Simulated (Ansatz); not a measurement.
The reference is MgO in the rock salt structure (space group Fm-3m, No. 225; a = 4.204 Å). Axes: x, y, z lie along the cube axes.

Structures relaxed with Ansatz (a quantum-chemistry and plane-wave program), r2SCAN, PAW, cutoff 500 eV, no spin-orbit coupling.

Base:

Simulated powder pattern, Cu Kα1, λ = 1.54056 Å (kinematic, ideal powder, no thermal factors, no anomalous dispersion; the 10 strongest lines at most, above 2 %, up to 2θ = 90°):

```json
[
 {"2θ (°)": "37.00", "I/Imax (%)": "10", "hkl": "(111)"},
 {"2θ (°)": "42.99", "I/Imax (%)": "100", "hkl": "(200)"},
 {"2θ (°)": "62.42", "I/Imax (%)": "56", "hkl": "(220)"},
 {"2θ (°)": "74.84", "I/Imax (%)": "7.0", "hkl": "(311)"},
 {"2θ (°)": "78.79", "I/Imax (%)": "17", "hkl": "(222)"}
]
```

Modification: tensile biaxial strain of 1.50 % in the plane normal to [001], as in epitaxy on a mismatched substrate; the out-of-plane cell vector and the atoms relax.

Problem. Where do the lines fall after the change?

Solution. 
Simulated powder pattern, Cu Kα1, λ = 1.54056 Å (kinematic, ideal powder, no thermal factors, no anomalous dispersion; the 10 strongest lines at most, above 2 %, up to 2θ = 90°):

| 2θ (°) | I/Imax (%) | hkl |
|---|---|---|
| 36.74 | 15 | (111) |
| 42.32 | 100 | (200) |
| 43.39 | 46 | (002) |
| 61.40 | 28 | (220) |
| 62.22 | 53 | (202) |
| 73.74 | 6.9 | (311) |
| 75.24 | 3.3 | (113) |
| 78.15 | 24 | (222) |

The indices refer to the base's conventional cell; one index is shown for lines that coincide. The space group is now I4/mmm (No. 139).

No phonon test of stability was made.
